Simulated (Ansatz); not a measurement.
Consider O vacancy in polar orthorhombic HfO2 with all lengths changed by -1 %, charge state +2. Level of theory: PBE, PAW (plane waves to 420 eV; Ansatz, a first-principles code).

96-site cell at the strained lattice (strain from the relaxed PBE one, atoms relaxed), the Γ point alone, smearing 0.01 eV, spin-restricted, no finite-size correction. Static, classical nuclei. Spin-orbit coupling is left out. The host's phase is taken as given; its stability against other phases was not computed. The charge state is imposed; whether it is stable for some Fermi level was not computed. Forms of the defect that were not tried may lie lower.

Barriers: single points on a 2×2×2 k-point mesh shifted by half a step at the bands' geometries.

The step: a nearby O atom hops onto the vacant site; the atom moves 2.02 Å along (0.11, 0.37, 0.11) of the unit cell; from a vacant O site with 3 nearest neighbours to a vacant O site with 4 nearest neighbours; the moving atom starts with neighbours Hf at 2.08, Hf at 2.16, Hf at 2.29, Hf at 2.35; O at 2.52, O at 2.56, O at 2.60 Å and ends with Hf at 2.09, Hf at 2.12, Hf at 2.16; O at 2.69, O at 2.71 Å.

**Question.** Estimate the migration barrier of this step that PBE, PAW returns for this input.

**Answer.** 0.62 eV forward and 0.47 eV backward. At the saddle the moving atom has neighbours Hf at 1.98, Hf at 2.00; O at 2.50, O at 2.57 Å. The saddle point's order was not checked.
